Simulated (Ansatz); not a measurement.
# HfB2: energy against strain

HfB2 (AlB2 type, P6/mmm, 9.959 Å³/atom and stress up to 0.01 GPa in the relaxed cell, c along z) under a strain ε along c (axis z), the other axes held. PBE in Ansatz, a plane-wave DFT program (PAW, default set), 420 eV, 21×21×17 Γ-centred mesh, Fermi-Dirac smearing 0.10 eV; ions are relaxed, or left where forces stay under 0.02 eV/Å, within the symmetry of each cell.

Here s stands for strain and y for E less E0.

```
strain (%)  E less E0 (meV/atom)
----------  --------------------
-3.00                          ?
-1.50                       3.19
-1.00                       1.40
-0.50                       0.34
0.00                        0.00
0.50                        0.35
1.00                        1.38
1.50                        3.05
```

Q: Fit y against s with a parabola, and predict the withheld value at s = -3.00.

A: Least squares gives y = 0.000 - 0.0321·s + 1.3871·s². Residuals (row less fit): 0.021, -0.019, -0.023, 0.000, 0.019, 0.025, -0.023; standard error 0.027 (degrees of freedom: 4). Twice the quadratic coefficient over the volume, 2 × 1.3871 meV × 10⁴ × 0.1602 / 9.959 Å³, is the elastic constant C33 = about 450 GPa. At the withheld row, y = 0.000 - 0.0321 × (-3.0) + 1.3871 × (-3.0)² = 12.580 meV/atom. The calculation gives 13.11 meV/atom, 0.530 meV/atom above the prediction (4.0 % of the range of y in the table). The row lies outside the fitted rows, so this is an extrapolation. From the scatter of the fitted rows alone, a prediction at this place has a standard error of 0.102 meV/atom, so the miss is 5.2 times that.

A polynomial of degree 3 through the 12 other runs of the series gives 13.11 there, so most of the miss is curvature that the fit leaves out. In a metal these values are sensitive to mesh and smearing; energies are taken to zero smearing, stresses follow the free energy. Rows are the converged runs of the series near zero and its far end; series whose fitted rows scatter by over a few per cent of the range, as at a crossing or softening among them, aren't shown in this form, nor equations of state whose B0' disagrees with the runs' pressures. Most that stay on the fit to the last digits aren't either.
